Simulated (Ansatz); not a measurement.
## TiC, pressure series

Base system: TiC in the rock salt structure (space group Fm-3m, No. 225; a = 4.3278 Å).

Cell and atoms are relaxed at each pressure.

Method: r2SCAN (Ansatz, a first-principles code; PAW; 500 eV plane waves; no spin-orbit coupling).

```csv
P (GPa),V (Å³/atom)
-2.00,10.211
-1.00,10.172
0.90,10.098
2.10,10.053
4.50,9.966
9.00,9.812
15.00,9.623
22.50,9.409
30.00,9.216
```

A third-order Birch–Murnaghan fit to these points gives V₀ = 10.13 Å³/atom, B₀ = 263 GPa and B₀′ = 3.9. At pressure 30 GPa the volume is 91.0 % of V₀.

Load acts through the strain it causes; cell and atoms are relaxed under it. Whether these cells are dynamically stable was not tested. No other phases were tried under pressure. The final runs are not spin-polarised.
